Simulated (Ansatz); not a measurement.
# Response to strain in Pd

Consider Pd in the fcc (Cu type) structure (space group Fm-3m, No. 225; relaxed with 0.1 eV smearing).

```
CELL_PARAMETERS angstrom
      0.00000     1.93885     1.93885
      1.93885     0.00000     1.93885
      1.93885     1.93885     0.00000
ATOMIC_POSITIONS crystal
  Pd 0.00000 0.00000 0.00000
```

Strains are applied to the cell and any free atomic positions relax.

Computed with DFT with PBEsol, PAW potentials and a 420 eV plane-wave cutoff in Ansatz (a quantum-chemistry and plane-wave program), scalar-relativistic without spin-orbit coupling.

Notes on the quantities. energy relative to the base: free energy F.

```csv
change,pressure,energy relative to the base,volume per atom
base,0.0 GPa,0 meV/atom,14.58 Å³
isotropic strain −3.00 %,23.7 GPa,+85 meV/atom,13.30 Å³
isotropic strain −2.00 %,14.5 GPa,+36 meV/atom,13.72 Å³
isotropic strain −1.50 %,10.4 GPa,+20 meV/atom,13.93 Å³
isotropic strain −1.00 %,6.6 GPa,+8.7 meV/atom,14.14 Å³
isotropic strain −0.50 %,3.2 GPa,+2.1 meV/atom,14.36 Å³
isotropic strain +1.00 %,-5.6 GPa,+7.9 meV/atom,15.02 Å³
isotropic strain +1.50 %,-8.0 GPa,+17 meV/atom,15.24 Å³
isotropic strain +2.00 %,-10.2 GPa,+30 meV/atom,15.47 Å³
isotropic strain +2.50 %,___,___,15.70 Å³
```

### Question
What belongs in the blanks?

### Answer

- isotropic strain +2.50 %, pressure: -12.2 GPa
- isotropic strain +2.50 %, energy relative to the base: +46 meV/atom

Whether these cells are dynamically stable was not tested. The final runs are not spin-polarised. Pd lies near a magnetic instability that expansion can trigger; it was not tested.
